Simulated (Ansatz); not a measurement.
The reference is AlAs in the zinc blende structure (space group F-43m, No. 216; a = 5.675 Å). Axes: x, y, z lie along the cube axes.

Level of theory: PBEsol (Ansatz, a program for electronic structure; PAW; 420 eV plane waves; scalar-relativistic without spin-orbit coupling).

Strains are applied to the cell and any free atomic positions relax; under biaxial strain the out-of-plane vector relaxes too.

One change was made to it. Results:

The shortest interatomic distance decreases by 0.020 Å, from 2.457 Å to 2.437 Å; the smallest direct gap shrinks by 0.44 eV (1.91 eV → 1.47 eV).

Task: Name the change that was made.
(A) biaxial strain −4.02 %, plane normal [001], relaxed out of plane
(B) tensor shear ε_xz = −3.35 %
(C) strain tensor (xx, yy, zz, yz, xz, xy) = (−0.54, −0.51, +1.19, +0.15, +0.10, −0.54) %
(D) biaxial strain −4.64 %, plane normal [111], relaxed out of plane

Result: B, tensor shear ε_xz = −3.35 %. For comparison, the smallest direct gap in the other runs: strain tensor (xx, yy, zz, yz, xz, xy) = (−0.54, −0.51, +1.19, +0.15, +0.10, −0.54) % gives 1.81 eV; biaxial strain −4.64 %, plane normal [111], relaxed out of plane gives 1.80 eV; biaxial strain −4.02 %, plane normal [001], relaxed out of plane gives 2.04 eV.

Stability against distortions was not tested.
